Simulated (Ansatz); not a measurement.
The starting structures come from a database of crystals and need not be the phases stable at ambient conditions.

Tunnelling through a barrier is set by its complex band structure: the current falls as exp(−2κd) with the smallest κ.

Given:

```
O2Si
1.0
    6.90089     0.00000     0.00000
    0.00000     7.03655     0.00000
    0.00000     3.51827     3.51827
Si O
4 8
Cartesian
  0.00000   7.03655   1.38444
  1.72522   4.90271   0.00000
  3.45045   3.51827   2.13383
  5.17567   2.13383   0.00000
  2.19421   3.96808   1.22658
  3.91943   4.74485   3.06846
  5.64465   6.58674   2.29170
  0.46898   5.80997   0.44981
  2.98146   9.32824   3.06846
  1.25624   7.48636   2.29170
  6.43191   1.22658   0.44981
  4.70668   3.06846   1.22658
```

Space group of this cell: P4_32_12. The cell is taken as given.

Transport runs along the normal of the first two printed cell vectors, the (110) plane of the conventional cell.

No gap correction and no spin-orbit coupling; mid-gap values are interpolated between computed energies.

Compute, with Ansatz (a quantum-chemistry and plane-wave program) with r2SCAN, the band gap and the smallest decay constant κ at mid-gap.

Gap 6.35 eV on a 6×8×8 mesh; κ = 0.536 1/Å, at the zone centre.
